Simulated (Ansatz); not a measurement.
# Fermi-surface data of Sr (Fm-3m)

Data:

```
Sr
1.0
    0.00000     2.95970     2.95970
    2.95970     0.00000     2.95970
    2.95970     2.95970     0.00000
Sr
1
Cartesian
  0.00000   0.00000   0.00000
```

Calculation: PBEsol, rigid bands (plane waves, PAW, scalar-relativistic; Ansatz, a quantum-chemistry and plane-wave program). Cell: cell and atoms relaxed with PBEsol.

```yaml
density of states at the Fermi level: 1.19 states/(eV·cell), both spins
bare Sommerfeld coefficient: 2.8 mJ/(mol of atoms·K²)
drude_plasma_energy: 2.0 eV
root-mean-square Fermi velocity: 2.6e5 m/s
resistivity times τ: 118 ×10⁻²² Ω·m·s
```

A metal at this level (no band gap); rigid bands, thermally averaged at 300 K, both spins. Spin-orbit coupling is left out. τ is one relaxation time for all states.
